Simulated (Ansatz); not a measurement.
Take BN in the zinc blende structure (space group F-43m, No. 216; a = 3.625 Å) as the base.

Now apply this change: a hydrostatic pressure of 10 GPa.

Levels (all Ansatz, a quantum-chemistry and plane-wave program, PAW): PBE (420 eV, spin-orbit coupling left out); PBE+SOC (420 eV, noncollinear with spin-orbit coupling).

The geometry is relaxed with PBE.

| Item | Result |
|---|---|
| PBE gap character | indirect, Γ → X |
| PBE lowest conduction level above the VBM at special points | X 4.49 eV; K 6.97 eV; U 6.97 eV; Γ 8.92 eV |
| PBE electron mass | 0.90 mₑ along k, 0.30 mₑ across (at X) |
| PBE smallest direct gap | 8.92 eV |

**Question.** How does going to PBE+SOC change the gap character, lowest conduction level above the VBM at special points, electron mass and smallest direct gap?

**Answer.** The gap character stays indirect, Γ → X; the lowest conduction level above the VBM at special points goes from X 4.49 eV; K 6.97 eV; U 6.97 eV; Γ 8.92 eV to X 4.48 eV; K 6.97 eV; U 6.97 eV; Γ 8.90 eV; the electron mass stays 0.90 mₑ along k, 0.30 mₑ across (at X); the smallest direct gap shrinks by 0.012 eV to 8.90 eV. The threefold valence maximum splits by Δso ≈ 21 meV.

Single points use the geometry relaxed with PBE. Differences between runs with and without spin-orbit coupling are approximate. Load acts through the strain it causes; cell and atoms are relaxed under it. Effective masses come from finite differences of ±0.01 Å⁻¹. Along k means along the line from Γ to the band edge. Whether these cells are dynamically stable was not tested. No other phases were tried under pressure.
